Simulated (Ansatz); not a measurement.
Structures of equal composition on the (100) surface of fcc Cu: one row in 4 of the top plane missing; p(2x2), one Cu site of the top plane empty. The slabs share one bottom face, and each structure is named by its start. These are constructed structures in small cells; real faces may alloy, dewet or reconstruct in larger ones, and not all known structures of the face are among them. Slabs of about 9 Å with all that they carry, Fermi-Dirac smearing of 0.1 eV. Bottom of the slabs: a bare face, its two planes held. Relaxed from the named starts with such symmetry as they have, on meshes of like density; energies extrapolated to zero smearing; no spin-orbit coupling, no U. Spin-polarised runs, if any, are marked in brackets, and their order is one that fits the cell; the others ran without spin. The cells differ, so small differences also carry the error of unlike k-meshes.

Calculation: PBE (plane waves to 420 eV, PAW; Ansatz, a first-principles code).

Order them by energy per 1x1 cell (lowest first) at the level PBE.

one row in 4 of the top plane missing (0.00 eV), p(2x2), one Cu site of the top plane empty (0.04 eV)
